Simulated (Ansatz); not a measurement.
Bulk modulus B0 of Pd (model structure, from the simple cubic type, Pm-3m, No. 221) at several levels of theory

No measured value is used here.

| level (code) | value (GPa) | cell (Å³/atom) |
|---|---|---|
| PBE (Ansatz) | [?] | 17.86 |
| PBEsol (Ansatz) | 149 | 16.89 |
| r²SCAN (Ansatz) | 137 | 17.33 |

Problem. What belongs in the gaps?

Solution. 
- PBE (Ansatz, a quantum-chemistry and plane-wave program), value (GPa): 122

PBE, PBEsol, r²SCAN: the bulk modulus is −V dP/dV from two relaxed cells at ±2 % in volume. Each level is taken at its own relaxed cell. Cutoffs differ between the levels. Ansatz's density-functional and Hartree–Fock values are scalar-relativistic unless marked +SOC, with PAW data made under PBE.

A model structure was made by putting elements into a prototype or built by hand; it is no filed structure, need not be a known phase, and can be a saddle point held by its symmetry.
